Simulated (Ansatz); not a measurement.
Base system: Cr in the bcc (W type) structure (space group Im-3m, No. 229; a = 2.814 Å; non-magnetic).

All numbers come from PBEsol/PAW in Ansatz (a program for electronic structure), no SOC.

Base values:

| Property | Result |
|---|---|
| Volume per atom | 11.14 Å³ |

It is then changed as follows: Mo takes the place of Cr on all its sites; the structure is relaxed again.

Tabulated Pauling electronegativity and covalent radius: Cr 1.66, 1.39 Å; Mo 2.16, 1.54 Å.

Task: What happens to the volume per atom?

Result: The volume per atom grows by 4.182 Å³ to 15.33 Å³.

Whether these cells are dynamically stable was not tested. Starting moments died away, wholly or in part, for the base; another magnetic solution may exist. All final runs are without spin polarisation. Real Cr is antiferromagnetic at low temperature and ambient pressure, an order that this cell doesn't hold.
